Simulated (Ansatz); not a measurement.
MoPt (P-6m2, No. 187, 2 atoms in the cell; start mp-1221433) was calculated with r²SCAN in Ansatz (PAW).

Run with plane-wave cutoff 560 eV, 24×24×12 k mesh (along the axes of the cell as run), Fermi–Dirac smearing 0.05 eV, no spin polarisation, scalar-relativistic PAW data made under PBE.

Cell (relaxed at this level):

```cif
data_MoPt
_chemical_formula_sum 'Mo1 Pt1'
_space_group_name_H-M_alt 'P-6m2'
_space_group_IT_number 187
_space_group_name_Hall 'P -6 2'
_cell_length_a 2.79110
_cell_length_b 2.79110
_cell_length_c 4.51608
_cell_angle_alpha 90.000
_cell_angle_beta 90.000
_cell_angle_gamma 120.000
loop_
_atom_site_label
_atom_site_type_symbol
_atom_site_symmetry_multiplicity
_atom_site_Wyckoff_symbol
_atom_site_fract_x
_atom_site_fract_y
_atom_site_fract_z
_atom_site_occupancy
Mo1 Mo 1 e 0.66667 0.33333 0.00000 1
Pt1 Pt 1 d 0.33333 0.66667 0.50000 1
```

Estimate the bulk modulus that the calculation returns.


bulk modulus: 286 GPa

Note: the run has no spin polarisation, so it can have missed a magnetic state; the bulk modulus is −V dP/dV from two relaxed cells at ±2 % in volume; the relaxation could not lower the start's symmetry, so the cell can be a saddle point above a distorted one.

Spin–orbit coupling is not included.

Computed values are for the static lattice.

Cost on a shared machine: roughly 7 core-minutes.

A start named mp-… is a Materials Project structure, which need not be a measured phase.

Ansatz is a quantum-chemistry and plane-wave program.
